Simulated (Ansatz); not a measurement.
## fcc Al (1 1 1) on corundum (0 0 1) (film strained to the substrate, faces as cut)

A periodic stack without vacuum, fcc Al (1 1 1) on corundum (0 0 1) (film strained to the substrate, faces as cut): substrate slab Al12O18, film Al12, surface cells [[1, 0], [0, 1]] and [[1, -2], [1, 1]], film strained by -2.9 and -2.9 %, faces Al/Al and Al/Al as cut (like faces can put a slab off its formula).

The start was prepared with a machine-learned potential, and the result is one local minimum, with the in-plane cell held and forces under 0.04 eV/Å; the film can end far from its bulk form.

The numbers are results of PBE (plane waves to 420 eV, PAW; Ansatz, a program for electronic structure), not measurements. Spin–orbit coupling is left out; the runs are not spin-polarised; PBE gaps are too small against experiment. Its k-point mesh 6×6×1, Fermi–Dirac width 0.05 eV.

- interface area = 20.0 Å²
- period = 24.17 Å
- gaps between the outermost planes at the two interfaces = 1.62 and 1.62 Å
- Al–Al contacts across the interfaces within 1.22 times the sum of covalent radii = 6, mean 2.81 Å
- Al–O contacts across the interfaces within 1.22 times the sum of covalent radii = 2, mean 1.99 Å

```xyz
42
Lattice="4.8083 0.0006 -0.0634 -2.4036 4.1634 0.1148 0.6783 0.1427 24.1659" Properties=species:S:1:pos:R:3 pbc="T T T"
Al     4.4590     0.4147     3.1102
Al     2.0337     1.7154     1.4095
Al    -0.3117     3.1563     2.9131
Al     2.0746     1.7327     4.9798
O      2.9628     0.3516     1.9787
O      0.4187     1.7282     2.0655
O      1.1814     3.1559     4.1767
O     -1.0925     4.3980     4.2195
O      3.7246     1.8740     4.1002
O      2.9274     3.2592     1.7550
Al     2.1112     1.6835     7.6646
Al    -0.3264     3.1134     5.5413
Al     4.5068     0.3011     7.0998
Al    -0.2673     3.0339     9.4001
O      0.6185     1.7065     6.3330
O      2.8353     2.9769     6.3483
O      1.1913     0.2777     8.4951
O      3.7931     1.5490     8.4845
O      1.3792     3.1708     8.5310
O      2.8246     0.4358     6.2802
Al    -0.2834     2.9915    12.0287
Al     4.5432     0.2520     9.7845
Al     2.1585     1.5694    11.6529
Al     4.5838     0.2690    13.3548
O      3.0322     2.9922    10.7025
O      2.8930     0.1103    10.6636
O      3.6541     1.6333    12.7853
O      1.2846     2.8897    13.1257
O      1.3903     0.2562    12.7613
O      0.4980     1.7495    10.7225
Al     3.5913     1.1312    15.8545
Al     1.1665     2.4741    15.0662
Al    -1.1873     3.8791    15.9559
Al     2.8234     2.4844    18.3097
Al     0.4357     3.8623    18.3416
Al     0.4535     1.1048    18.1600
Al     2.0523     3.8113    20.7369
Al     2.0174     1.0280    20.8363
Al    -0.3683     2.4341    20.7696
Al     3.6954     1.0001    23.0770
Al     1.2614     2.4161    23.1555
Al    -1.0911     3.8203    24.0429
```
